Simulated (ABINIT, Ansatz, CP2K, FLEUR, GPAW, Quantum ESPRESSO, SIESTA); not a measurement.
H4BrN (P-43m, 6 atoms in the cell) computed with different codes at matched settings

Self-consistent single point, at a second geometry (lattice scaled by 0.98). First geometry:

```
CELL_PARAMETERS angstrom
      4.00010     0.00000     0.00000
      0.00000     4.00010     0.00000
      0.00000     0.00000     4.00010
ATOMIC_POSITIONS crystal
  H  0.14921 0.14921 0.85079
  H  0.14921 0.85079 0.14921
  H  0.85079 0.85079 0.85079
  H  0.85079 0.14921 0.14921
  Br 0.50000 0.50000 0.50000
  N  0.00000 0.00000 0.00000
```

Shared settings, as Ansatz (a program for electronic structure) writes them: kpoints.mp_grid.grid = 4 4 4; scf.occupations.method = fixed. Potentials and cutoffs stand in the table.

```csv
code,model,ΔF from the first geometry (meV/atom),pressure (GPa),largest force (eV/Å),gap on the mesh (eV),cutoff
GPAW,"PBEsol, GPAW PAW datasets PBEsol (made by gpaw-setup)",13.5,–,1.352,4.370,950 eV
Quantum ESPRESSO,"PBEsol, GBRV 1.5 ultrasoft (PBESOL) pseudopotentials",16.8,6.76,1.629,4.356,40 Ry
FLEUR,"PBEsol, all-electron FLAPW (FLEUR), scalar-relativistic valence",14.6,–,–,4.382,Kmax 4.8 1/bohr
ABINIT,"PBEsol, norm-conserving pseudopotentials (PseudoDojo nc-sr-04 PBEsol standard)",12.0,5.39,1.240,4.365,84 Ry
Ansatz,"PBEsol, default PAW files made with PBE",13.1,5.34,1.316,4.356,420 eV
CP2K,"PBEsol, GPW, DZVP-MOLOPT-SR-GTH basis, GTH-PBE potentials (GTH_POTENTIALS)",14.2,6.08,1.399,5.443,grid 450 Ry
SIESTA,"GGA PBEsol, numerical atomic orbitals DZP, PseudoDojo PBEsol standard norm-conserving potentials (rewritten from UPF to PSML)",13.0,5.96,1.958,4.497,grid 400 Ry
```

A dash marks a value that a program does not give, or that is left out as unsure.

Gaps are read on the mesh.

The spread over the programs that give each value: ΔF from the first geometry within 4.8 meV/atom; pressure within 1.42 GPa; largest force within 0.718 eV/Å; gap on the mesh within 1.087 eV.

CP2K and SIESTA use small atom-centred bases, whose incompleteness enters pressures, forces and empty levels differently from a plane-wave cutoff. FLEUR treats all electrons, but the usual bases taken here (sphere radii, linearisation, local orbitals, empty states) were not tested for convergence, so the values are no reference for the others. Ansatz's pressure is given at a fixed set of plane waves, as the other plane-wave codes print theirs; with its correction for the finite basis it is 5.70 GPa (the shift of 0.36 GPa shows how far the cutoff is from converged). The pressure of GPAW is left out: its cutoff lies under the one at which its stress was checked. In the pressure, Quantum ESPRESSO (by 1.36) lies more than 1 GPa from the median of the plane-wave programs. In the gap, CP2K (by 1.083) and SIESTA (by 0.137) lie more than 0.12 eV from the median of the plane-wave programs. In the force vectors, Quantum ESPRESSO (by 0.295), ABINIT (by 0.095) and SIESTA (by 0.624) lie more than 0.08 eV/Å from the median of the plane-wave programs.

The starting cell comes from a database of computed structures (which also holds hypothetical and non-ambient phases and stackings), without a prior relaxation at this level. For this run, on top of that: lattice scaled by 0.98.

Keys are those of Ansatz 0.2.
